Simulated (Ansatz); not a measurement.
Ansatz (a program for electronic structure) run on HfC (Fm-3m, 2 atoms in the cell): relaxation of cell and atoms.

Computed with LDA (PW92), default PAW files made with PBE (plane waves; Ansatz).

The change in words: atoms on their sites; basis.ecutwfc: 420 eV → 210 eV; relax: default → cell and atoms. Reference geometry:
```
HfC
1.0
    0.00000     2.33160     2.33160
    2.33160     0.00000     2.33160
    2.33160     2.33160     0.00000
Hf C
1 1
Cartesian
  0.00000   0.00000   0.05000
  2.33160   2.33160   2.33160
```

Reference input (self-consistent single point, DFT, LDA (PW92), plane waves, default PAW files made with PBE): basis.ecutwfc = 420 eV; kpoints.mp_grid.grid = 12 12 12; hamiltonian.xc = lda; hamiltonian.pseudopotentials = {kind: paw} (the program's default PAW files); scf.occupations.method = fermi_dirac; scf.occupations.width = 0.1 eV. This run's input differs from it in these lines:

Ansatz 0.2 input:
```diff
@@ -6,6 +6,6 @@
   atoms:
-    - { symbol: Hf, position: [0.010722, 0.010722, -0.010722] }
+    - { symbol: Hf, position: [0.000000, 0.000000, 0.000000] }
     - { symbol: C, position: [0.500000, 0.500000, 0.500000] }
 basis:
-  ecutwfc: 420.0
+  ecutwfc: 210.0
 kpoints:
@@ -17,2 +17,4 @@
   occupations: { method: fermi_dirac, width: 0.1 }
+relax:
+  cell: {}
 output:
```

Output, abridged:

```
   [... SCF lines of the steps left out ...]
relax step   1: F+E_penalty+E_count = -15716.49270965 eV  Δ(F+E_penalty+E_count) = +0.000e0 eV  max|allowed force component| = 1.085e-30 eV/Å  Δτ_max = 0.0000 Å  P = -21.610 GPa  Ω = 25.351 Å³  (8 SCF iters, dr2 threshold 1.00e-7 eV, accepted)
relax step   2: F+E_penalty+E_count = -15719.05834181 eV  Δ(F+E_penalty+E_count) = -2.566e0 eV  max|allowed force component| = 1.157e-29 eV/Å  Δτ_max = 0.0000 Å  P = +92.654 GPa  Ω = 21.821 Å³  energy of the carried Pulay correction = +3.297e0 eV  [...]
   [... lines left out ...]
relax step 119: F+E_penalty+E_count = -15716.56041521 eV  Δ(F+E_penalty+E_count) = +1.241e-2 eV  max|allowed force component| = 5.916e-30 eV/Å  Δτ_max = 0.0000 Å  P = -0.012 GPa  Ω = 23.567 Å³  energy of the carried Pulay correction = -1.243e-2 eV  [...]
relax step 120: F+E_penalty+E_count = -15716.63904137 eV  Δ(F+E_penalty+E_count) = -7.863e-2 eV  max|allowed force component| = 2.132e-30 eV/Å  Δτ_max = 0.0000 Å  P = -0.696 GPa  Ω = 23.567 Å³  stress off target by 6.96e-1 GPa  SCF on the basis [...]
basis re-selected at this cell: Δ(F+E_penalty+E_count) = -7.863e-2 eV, ΔP = -0.684 GPa vs the last step
   [... lines left out ...]
Free energy (F): -15716.639041 eV
Fermi energy:    21.220058 eV
Error: variable-cell relaxation did not converge after 120 `relax_step` rows, as none of its last 49 fresh-basis SCF(s) at a relaxed cell met both thresholds with a finite energy. The last misses `relax.cell.stress_tol`: largest allowed force component 2.13e-30 eV/Å (`relax.f_tol` 1.00e-2 eV/Å), stress off the target on the free part of the cell 6.96e-1 GPa (`relax.cell.stress_tol` 5.00e-2 GPa), F+E_penalty+E_count -15716.63904137 eV. The closest is row 108, whose structure comes with this error. Larger ratio of force or stress to its threshold at each such SCF whose figures are numbers: 283.037, 127.542, 35.501, 16.789, 14.032, 9.099, 2.920, 9.153, 13.931, 9.112, 2.929, 2.907, [...]
   [... lines left out ...]
to start a new deck from the relaxed geometry:
  cell:  # Å, volume = 23.5563 Å³
    - [2.8039076001685565e-32, 2.275232532585874, 2.275232532585874]
    - [2.275232532585874, -1.9323402331823636e-32, 2.275232532585874]
    - [2.275232532585874, 2.275232532585874, -2.3428759452817852e-33]
  atoms:
    - { symbol: Hf, position: [-2.9500982473748807e-47, 2.578231343980684e-47, 3.028659524951789e-47] }
    - { symbol: C, position: [0.5, 0.5, 0.5] }
```

The relaxation ended unconverged. 

The starting cell has typed, rounded lattice constants, without a prior relaxation at this level. Its lattice was rescaled by up to half a per cent. The cutoff lies below the one recommended for these files.

Cost on one core of a shared machine: roughly 70 s.
